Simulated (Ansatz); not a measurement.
Start from Os in the hcp (Mg type) structure (space group P6_3/mmc, No. 194; a = 2.7385 Å, c = 4.3193 Å; relaxed with 0.1 eV smearing). Axes: x lies along a and z along c of the hexagonal cell.

Method: DFT with r2SCAN, PAW potentials and a 500 eV plane-wave cutoff in Ansatz (a program for electronic structure), no SOC, earlier PAW set.

It is then changed as follows: a pure shear with ε_xz = ε_zx = -0.0395; the atoms relax in the strained cell.

Problem. Predict the stress tensor and what it implies for the stiffness.

Solution. Stress of the strained cell less that of the base (GPa, compression positive):
```
    1.8     0.0    20.4
    0.0     1.2     0.0
   20.4     0.0     4.7
```

Then −Δσ/γ with γ = 2ε = -0.0790 gives secant stiffness values (nonlinear terms included at this strain): C55 ≈ 258 GPa.

As a check, the harmonic strain energy −½ V₀ Δσ:ε is 71 meV/atom; the computed energy rise is 73 meV/atom.

Stability against distortions was not tested. The final runs are not spin-polarised.
